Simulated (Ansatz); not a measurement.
Take MgI₂ in the CdI2 type structure (space group P-3m1, No. 164; a = 4.124 Å, c = 6.831 Å; layered, stacked along the Cartesian z axis) as the base. Axes: x lies along a and z along c of the hexagonal cell.

Computed with plane-wave PAW DFT at the PBE-D3(BJ) level (Ansatz, an electronic-structure program, 420 eV), no spin-orbit coupling.

It is then changed as follows: biaxial strain +2.50 %, plane normal [001], relaxed out of plane (Cartesian); in-plane vectors clamped, the third vector and the atoms free.

**Question.** Predict the new out-of-plane strain.

**Answer.** The out-of-plane strain amounts to -1.48 %.

Stability against distortions was not tested.
